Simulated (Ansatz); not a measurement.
Data:

End structure of a constructed model of the (111) surface of fcc Al, a pseudomorphic layer of Sn in the host's stacking (bottom of the slab: a bare face, its two planes held):

```
CELL_PARAMETERS angstrom
      2.85810     0.00000     0.00000
     -1.42905     2.47518     0.00000
      0.00000     0.00000    30.00000
ATOMIC_POSITIONS crystal
  Al 0.33333 0.66667 0.26949
  Al 0.66667 0.33333 0.34728
  Al 0.00000 0.00000 0.42557
  Al 0.33333 0.66667 0.50416
  Al 0.66667 0.33333 0.58269
  Al 0.00000 0.00000 0.66156
  Sn 0.33333 0.66667 0.75465
```

Set-up: 7 atoms, 13.8 Å thick at the start with caps and adatoms (thin: gaps and levels are the slab's own); mesh 15x15x1; 0.1 eV smearing; dipole correction on; single point; on the structure that PBE left under its start's symmetry; no spin, no spin-orbit, no U. In PBE it is, or lies within 0.01 eV a 1x1 cell of, the lowest of the 2 structures of its composition computed so far; subsurface sites and larger cells were not tried.

Problem. Predict the work function of the top face from r2SCAN, at the PBE geometry in Ansatz (an electronic-structure program).

Solution. 3.99 eV
